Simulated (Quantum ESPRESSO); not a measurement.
**How a calculation on Mg14NbSn (P1, 16 atoms in the cell) responds to its settings**

```yaml
crystal:
  lattice:
    - [6.31883, 0.00000, 0.00000]
    - [-3.15942, 5.47227, 0.00000]
    - [0.00000, 0.00000, 10.27710]
  atoms:
    - { symbol: Mg, position: [0.00150, 0.50219, 0.00016] }
    - { symbol: Mg, position: [0.51459, 0.00434, 0.99894] }
    - { symbol: Mg, position: [0.49456, 0.49278, 0.99794] }
    - { symbol: Mg, position: [0.00603, 0.50436, 0.50084] }
    - { symbol: Mg, position: [0.50114, 0.99667, 0.49711] }
    - { symbol: Mg, position: [0.48017, 0.48913, 0.50666] }
    - { symbol: Mg, position: [0.15520, 0.82193, 0.25541] }
    - { symbol: Mg, position: [0.67170, 0.84149, 0.74252] }
    - { symbol: Mg, position: [0.15580, 0.31735, 0.25990] }
    - { symbol: Mg, position: [0.16713, 0.83753, 0.74296] }
    - { symbol: Mg, position: [0.66919, 0.82978, 0.25291] }
    - { symbol: Mg, position: [0.16238, 0.32618, 0.74643] }
    - { symbol: Mg, position: [0.68139, 0.35084, 0.25502] }
    - { symbol: Mg, position: [0.66815, 0.32814, 0.74660] }
    - { symbol: Nb, position: [0.00311, 0.01344, 0.49929] }
    - { symbol: Sn, position: [0.00129, 0.01050, 0.99732] }
```

Base run A: PBEsol, SSSP 1.1.2 efficiency (PBE) pseudopotentials run with Quantum ESPRESSO, self-consistent single point.

Its settings: ecutwfc = 50 Ry; ecutrho = 400 Ry; occupations = smearing; smearing = marzari-vanderbilt; degauss = 0.0073499 Ry; input_dft = pbesol; K_POINTS = automatic 4 4 2 0 0 0; conv_thr = 1e-10 Ry.

The starting cell comes from a database of computed structures (which also holds hypothetical and non-ambient phases and stackings), without a prior relaxation at this level. Its atoms were displaced at random from the sites of space group no. 187. Spin polarisation is off.

ΔF is the free energy per atom less that of run A. 

Run A gave: pressure (GPa) -1.24; largest force (eV/Å) 0.531.

Runs:
- B: lattice scaled by 0.97
- C: lattice scaled by 0.97; ecutwfc: 50 Ry → 30 Ry; ecutrho: 400 Ry → 240 Ry
- D: lattice scaled by 0.985
- E: lattice scaled by 0.985; ecutwfc: 50 Ry → 30 Ry; ecutrho: 400 Ry → 240 Ry
- F: lattice scaled by 1.015
- G: lattice scaled by 1.015; ecutwfc: 50 Ry → 30 Ry; ecutrho: 400 Ry → 240 Ry
- H: lattice scaled by 1.03
- I: lattice scaled by 1.03; ecutwfc: 50 Ry → 30 Ry; ecutrho: 400 Ry → 240 Ry
- J: ecutwfc: 50 Ry → 30 Ry; ecutrho: 400 Ry → 240 Ry

Question: What does run B change against A?

Answer: The free energy goes up by 11.6 meV/atom, the pressure goes from -1.24 to 3.39 GPa and the largest force goes from 0.531 to 0.725 eV/Å.

Question: What does run H change against A?

Answer: The free energy rises by 36.7 meV/atom, the pressure goes from -1.24 to -4.32 GPa and the largest force goes from 0.531 to 0.422 eV/Å.

Question: What does run J change against A?

Answer: The free energy goes up by 10.8 meV/atom, the pressure goes from -1.24 to -1.61 GPa and the largest force moves little (0.531 to 0.533 eV/Å).

```
run  ΔF (meV/atom)  pressure (GPa)  largest force (eV/Å)
---  -------------  --------------  --------------------
A             0.00           -1.24                 0.531
B             11.6            3.39                 0.725
C             22.3            2.99                 0.727
D            -1.12            0.85                 0.624
E              9.7            0.46                 0.626
F             13.1           -2.94                 0.446
G             23.9           -3.30                 0.447
H             36.7           -4.32                 0.422
I             47.5           -4.66                 0.422
J             10.8           -1.61                 0.533
```
